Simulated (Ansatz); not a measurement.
Cells marked so need not be the phases stable at ambient conditions, and some may be hypothetical.

No gap correction and no spin-orbit coupling; mid-gap values are interpolated between computed energies.

A. Cd(GaTe2)2 (I-4, not sure to be the ambient phase, 7 atoms a cell, 32.9 Å³ an atom), along the normal of (101)
B. Rb2GeF6 (P-3m1, not sure to be the ambient phase, 9 atoms a cell, 15.5 Å³ an atom), along the normal of (111)
C. Hf3N4 (I-43d, not sure to be the ambient phase, 14 atoms a cell, 10.8 Å³ an atom, -2 GPa at this level), along the normal of (110)
D. Cs3TlF6 (I4/mmm, not sure to be the ambient phase, 10 atoms a cell, 24.3 Å³ an atom), along the normal of (110)

**Question.** Put the candidates in order of mid-gap decay constant of the slowest evanescent state, highest first, for Ansatz (a first-principles code) with r2SCAN.

**Answer.** B (0.54 1/Å), D (0.44 1/Å), C (0.20 1/Å), A (0.11 1/Å)
